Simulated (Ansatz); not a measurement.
System: spinel CdCr2S4. Method: r²SCAN+SOC (plane waves, PAW; Ansatz, an electronic-structure program).

Run with plane-wave cutoff 560 eV, 6×6×6 k mesh, Fermi–Dirac smearing 0.01 eV, spin-polarised with parallel moments, PAW data made under PBE.

Cell (measured lattice):

```xyz
14
Lattice="0.0000 5.1087 5.1087 5.1087 0.0000 5.1087 5.1087 5.1087 0.0000" Properties=species:S:1:pos:R:3 pbc="T T T"
Cr     6.3859     6.3859     6.3859
Cr     6.3859     3.8315     3.8315
Cr     3.8315     3.8315     6.3859
Cr     3.8315     6.3859     3.8315
S      3.9776     3.9776     3.9776
S      8.7941     6.5320     6.5320
S      6.2398     6.2398     3.9776
S      6.5320     8.7941     6.5320
S      3.9776     6.2398     6.2398
S      8.7941     8.7941     8.7941
S      6.2398     3.9776     6.2398
S      6.5320     6.5320     8.7941
Cd     0.0000     0.0000     0.0000
Cd     2.5543     2.5543     2.5543
```
Starting moments (μB, in the order of the record's atoms Cr Cr Cr Cr S S S S S S S S Cd Cd): 3.0 3.0 3.0 3.0 0.0 0.0 0.0 0.0 0.0 0.0 0.0 0.0 0.0 0.0.

Predict the band gap and smallest direct gap on the k points sampled.


* **band gap**: 1.26 eV (indirect)
* **smallest direct gap on the k points sampled**: 1.29 eV

Note: the magnetic order was assumed, not searched for or taken from measurement; cell and atoms aren't relaxed at this level (largest force component 0.13 eV/Å, pressure 1.6 GPa).

It cost around 23 core-minutes (rough) of CPU time.
